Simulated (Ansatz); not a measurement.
# How the cohesive energy of Si (model structure, started from the C4 type, I4₁32, No. 214, 4 atoms in the cell) moves with the method

No measured value is used here.

```tsv
level (code)	value (eV/atom)	cell (Å³/atom)
LDA (Ansatz)	?	32.03
PBE (Ansatz)	3.51	33.33
PBEsol (Ansatz)	3.83	32.68
PBE-D3(BJ) (Ansatz)	?	32.40
r²SCAN (Ansatz)	3.52	32.60
r²SCAN+rVV10 (Ansatz)	3.63	32.42
```

### Question
Complete the blanks.

### Answer

- LDA (Ansatz, a first-principles code), value (eV/atom): 4.17
- PBE-D3(BJ) (Ansatz), value (eV/atom): 3.76

Free atoms are spin-polarised, in the lowest state found; at levels without +SOC their spin–orbit coupling is left out.  Each level is taken at its own relaxed cell. Cutoffs differ between the levels. Ansatz's density-functional and Hartree–Fock values are scalar-relativistic unless marked +SOC, with PAW data made under PBE.

A model structure was made by putting elements into a prototype or built by hand; it is no filed structure, need not be a known phase, and can be a saddle point held by its symmetry.
